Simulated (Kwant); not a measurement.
Device: wire with a side stub in a InSb two-dimensional gas. Effective mass 0.014 mₑ, grid spacing 5 nm, hard walls, nominal width 150 nm (29 grid rows, so walls 150 nm apart), one parabolic valley, scattering region 450 nm long along x; energies count from the band bottom; Fermi energy swept from 0.000955 to 0.011341 eV. Closed stub on one side, 210 nm wide and 200 nm deep.

The device is made up for the run: typed textbook-type constants, with dimensions and the other settings drawn at random.

Model: effective-mass tight-binding model on a square grid, one spin, coherent transport at 0 K (Kwant). Conductance is in e²/h.

Problem. How many channels do the leads carry at E = 5.49, 6.37, 9.25 meV?

Solution. The hard-wall thresholds are n² ħ²π²/(2mW²) = n² × 1.19 meV with W = 150 nm. √(5.49/1.19) = 2.15, so 2. √(6.37/1.19) = 2.31, so 2. √(9.25/1.19) = 2.78, so 2.
